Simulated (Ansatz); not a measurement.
# BaTe: response to strain

Base system: BaTe in the rock salt structure (space group Fm-3m, No. 225; a = 6.941 Å).

Strains are applied to the cell and any free atomic positions relax.

Method: PBEsol, PAW, 420 eV (Ansatz, a first-principles code; spin-orbit coupling left out).

Candidates:
(a) isotropic strain −0.50 %
(b) isotropic strain +1.50 %
(c) isotropic strain −3.00 %
(d) isotropic strain +2.50 %

Before the change:

```
Property    Value
--------  -------
Band gap  1.46 eV
```

Problem. Order them by band gap, highest first.

Solution. (d) isotropic strain +2.50 % (1.61 eV), (b) isotropic strain +1.50 % (1.55 eV), (a) isotropic strain −0.50 % (1.43 eV), (c) isotropic strain −3.00 % (1.24 eV)

Spin-orbit coupling, missing from the scalar runs, can matter with Te. No phonon test of stability was made.
